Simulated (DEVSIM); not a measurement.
Structure: illuminated Si n-on-p cell, one wavelength, at 300 K.

| layer (left to right) | material | thickness (μm) | Nd (cm⁻³) | Na (cm⁻³) | τn (s) | τp (s) | absorption coefficient (cm⁻¹) |
|---|---|---|---|---|---|---|---|
| 1 | Si | 0.100 | 7.1e18 | - | 7.2e-7 | 1.3e-8 | 680 |
| 2 | Si | 250 | - | 2.8e16 | 7.8e-7 | 7.8e-7 | 680 |

Left contact: ohmic, minority hole recombination velocity 2000 cm/s. Right contact: ohmic, minority electron recombination velocity 60 cm/s. Voltage is applied to the left contact. Recombination: SRH at mid-gap, radiative, Auger. Gap narrowing is on: ΔEg = 6.92 meV × (l + √(l² + 0.5)), l = ln(N/1.3e17 cm⁻³), shared equally by both band edges. Light enters at the left, 3.9e17 photons cm⁻² s⁻¹, one pass, no reflection. Mobility is μmin + (μ − μmin)/(1 + (N/Nref)^α).

Constants are typed, rounded textbook-type inputs, not results; the design itself was drawn at random and stands for no fabricated device. Values at 300 K.

| parameter | Si |
|---|---|
| gap (eV) | 1.124 |
| affinity (eV) | 4.05 |
| permittivity | 11.7 |
| Nc (cm⁻³) | 2.86e19 |
| Nv (cm⁻³) | 3.1e19 |
| μn (cm²/Vs) | 1417 |
| μp (cm²/Vs) | 470 |
| μn,min | 52 |
| μp,min | 45 |
| Nref,n | 9.7e16 |
| Nref,p | 2.2e17 |
| αn | 0.68 |
| αp | 0.72 |
| B (cm³/s) | 4.7e-15 |
| Cn (cm⁶/s) | 2.8e-31 |
| Cp (cm⁶/s) | 9.9e-32 |

DEVSIM, 1D drift-diffusion, Boltzmann statistics, complete ionisation; no tunnelling, impact ionisation, image-force lowering or self-heating.

The photon flux was swept, all else fixed.

```
photon flux (cm^-2 s^-1)  short-circuit current (mA/cm²)  share of generated pairs collected at short circuit  open-circuit voltage (V)  fill factor
------------------------  ------------------------------  ---------------------------------------------------  ------------------------  -----------
1.2e16                                              1.46                                                0.759                     0.508         0.80
3.9e16                                              4.74                                                0.759                     0.539         0.81
1.2e17                                              14.6                                                0.759                     0.568         0.82
3.9e17                                              47.4                                                0.759                     0.599         0.82
1.2e18                                               146                                                0.760                     0.628         0.83
3.9e18                                                 ?                                                0.763                         ?         0.83
1.2e19                                              1480                                                0.772                     0.687         0.82
```

What belongs in the gaps?


- 3.9e18, short-circuit current (mA/cm²): 477
- 3.9e18, open-circuit voltage (V): 0.658
